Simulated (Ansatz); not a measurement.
# BeS, response to strain

The reference is BeS in the zinc blende structure (space group F-43m, No. 216; a = 4.838 Å). Axes: x, y, z lie along the cube axes.

Strains are applied to the cell and any free atomic positions relax.

Level of theory: PBEsol, PAW, 420 eV (Ansatz, a first-principles code; spin-orbit coupling left out).

```csv
uniaxial strain ε_zz (%),band gap (eV)
-3,2.57
-2.5,2.63
-2,2.68
-1.5,?
-1,2.80
-0.5,2.85
0,2.91
```

**Question.** Fit E_g = E₀ + Dε (ε in %) to the rows shown and predict the withheld row.

**Answer.** Least squares on the printed values gives E₀ = 2.91 eV, D = 113 meV per % of strain (largest residual 0.00 eV); this predicts 2.74 eV, and the run gives 2.74 eV, in agreement.

Gaps are Kohn–Sham eigenvalue differences; semilocal functionals usually give less than the measured gap. Stability against distortions was not tested.
